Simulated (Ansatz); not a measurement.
## MgTe, response to strain

Start from MgTe in the wurtzite structure (space group P6_3mc, No. 186; a = 4.561 Å, c = 7.413 Å). Axes: x lies along a and z along c of the hexagonal cell.

Strains are applied to the cell and any free atomic positions relax; under biaxial strain the out-of-plane vector relaxes too; under stress the whole cell relaxes.

Levels (all Ansatz, a program for electronic structure, PAW, earlier PAW set): PBEsol (420 eV, no SOC); HSE06 (420 eV, without spin-orbit coupling); PBEsol+SOC (420 eV, spin-orbit coupling included).

Band gaps by level, all at the geometries relaxed with PBEsol:

| case | PBEsol | HSE06 | PBEsol+SOC |
|---|---|---|---|
| base | 2.39 eV | 3.37 eV | 2.13 eV |
| biaxial strain −1.75 %, plane normal [001], relaxed out of plane | 2.38 eV | 3.36 eV | 2.11 eV |
| isotropic strain −1.04 % | 2.53 eV | 3.53 eV | 2.26 eV |
| uniaxial stress, 3 GPa tension along z | 1.96 eV | 2.89 eV | 1.68 eV |
| uniaxial stress, 2 GPa compression along z | 2.07 eV | 2.92 eV | 1.91 eV |

Single points use the geometry relaxed with PBEsol. The spin-orbit shifts are approximate. Spin-orbit coupling, missing from the scalar runs, can matter with Te. Stability under load was not tested beyond the relaxation.
